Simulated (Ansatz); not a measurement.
For TiSi (model structure, started from the WC type, P-6m2, No. 187, 2 atoms in the cell), PBE-D3(BJ) (Ansatz, a first-principles code, PAW) gives:

| Item | Value |
|---|---|
| equilibrium lattice constant a | 2.817 Å |
| lattice parameter c | 4.174 Å |
| enthalpy of formation | -0.581 eV/atom |

Problem. What does r²SCAN (Ansatz, plane waves, PAW) give for the same quantities?

Solution. 
- lattice constant a: 2.856 Å (rises by 1.4 %)
- lattice parameter c: 4.196 Å (grows by 0.5 %)
- formation enthalpy: -0.472 eV/atom (moves by +0.109 eV/atom)

Changes are worked out from the printed values.

Unless a cell is named, each level is at its own relaxed cell (PBE-D3(BJ) 14.34, r²SCAN 14.82 Å³/atom).

The crystal itself was run without spin with PBE-D3(BJ), r²SCAN; a magnetic state was not tried in these runs.

Ansatz's density-functional and Hartree–Fock values are scalar-relativistic unless marked +SOC, with PAW data made under PBE.

A model structure was made by putting elements into a prototype or built by hand; it is no filed structure, need not be a known phase, and can be a saddle point held by its symmetry.
